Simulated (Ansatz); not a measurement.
Results of r²SCAN+rVV10 in Ansatz (plane waves, PAW) for SnO2 (P4₂/mnm, No. 136, 6 atoms in the cell; start mp-550172).

Numerical settings: plane-wave cutoff 560 eV, 8×8×10 k mesh (along the axes of the cell as run), Fermi–Dirac smearing 0.01 eV, scalar-relativistic PAW data made under PBE.

Cell (relaxed at this level):

```
SnO2
1.0
    4.74434     0.00000     0.00000
    0.00000     4.74525     0.00000
    0.00000     0.00000     3.19852
Sn O
2 4
Direct
  0.50000   0.50000   0.50000
  0.00000   0.00000   0.00000
  0.30572   0.30579   0.00000
  0.69428   0.69421   0.00000
  0.80572   0.19421   0.50000
  0.19428   0.80579   0.50000
```

Predict the band gap.


- band gap = 1.82 eV (on the SCF k mesh)

Note: the relaxation could not lower the start's symmetry, so the cell can be a saddle point above a distorted one.

Spin–orbit coupling is not included.

Computed values are for the static lattice.

A start named mp-… is a Materials Project structure, which need not be a measured phase.

Ansatz is a program for electronic structure.
